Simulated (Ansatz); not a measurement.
The starting structures come from a database of crystals and need not be the phases stable at ambient conditions.

Input:

```
CELL_PARAMETERS angstrom
      5.48491     0.00000     0.00000
      1.45037     5.28968     0.00000
      1.34485    -3.15771     1.72424
ATOMIC_POSITIONS crystal
  Y  0.00000 0.00000 0.00000
  H  0.66667 0.33333 0.00000
  Se 0.33333 0.16667 0.50000
```

Space group of this cell: P-6m2. The cell is taken as given.

Transport runs along the normal of the first two printed cell vectors, the (111) plane of the conventional cell.

No gap correction and no spin-orbit coupling; mid-gap values are interpolated between computed energies.

Task: State the band gap and the smallest decay constant κ at mid-gap according to r2SCAN in Ansatz (a program for electronic structure).

Result: Gap 2.06 eV on a 18×18×18 mesh; κ = 0.169 1/Å, at (0.500, 0.500) of the in-plane reciprocal vectors. At the zone centre, at the nearest computed energy, the slowest state has κ = 0.22 1/Å.
